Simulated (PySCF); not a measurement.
PySCF 2.14.0, PBE/def2-svp, df: W(O)(S)(Cl)(NH2) ([NH2][W](=[O])(=[S])[Cl]), 7 atoms. The geometry is a generated start, not checked to be a minimum at this level.

```json
{
 "task": "energy",
 "method": "pbe",
 "basis": "def2-svp",
 "two_electron_scheme": "density fitting",
 "mol.max_memory": "3000 MB",
 "mf.max_cycle": "100",
 "mf.init_guess": "minao (default)",
 "mf.DIIS": "CDIIS (default)",
 "mf.diis_space": "8 (default)",
 "mf.conv_tol": "1e-09 (default)",
 "mf.grids.level": "3 (default)",
 "effective_core_potentials": "those of the basis set, past Kr",
 "basis_functions": "106",
 "grid_points": "109672"
}
```

```xyz
7

W      0.5333     0.4969    -0.0275
O      1.7531     0.0890    -1.1088
S      1.2583     0.3881     2.0255
Cl    -0.1599     2.5419    -0.3700
N     -0.8986    -0.8358    -0.1546
H     -1.0401    -1.4383    -0.9790
H     -1.4462    -1.2418     0.6143
```

Charge 0 and multiplicity 1 are set for this test and not shown to be the ground state.

One run each on 2 threads, 1 BLAS thread. Values of level_shift (Hartree) tried: 0 (default), 0.1, 0.3, 1.

Problem. Which value of level_shift (Hartree) needs the fewest Fock builds, and what happens away from it?

Solution. Fewest Fock builds, within one of each other: 0 (default) with 15, 0.1 with 16. The count rises to 49 at 1. All converge to one solution.

```tsv
level_shift (Hartree)	Fock builds	end
0 (default)	15	same solution
0.1	16	same solution
0.3	21	same solution
1	49	same solution
```
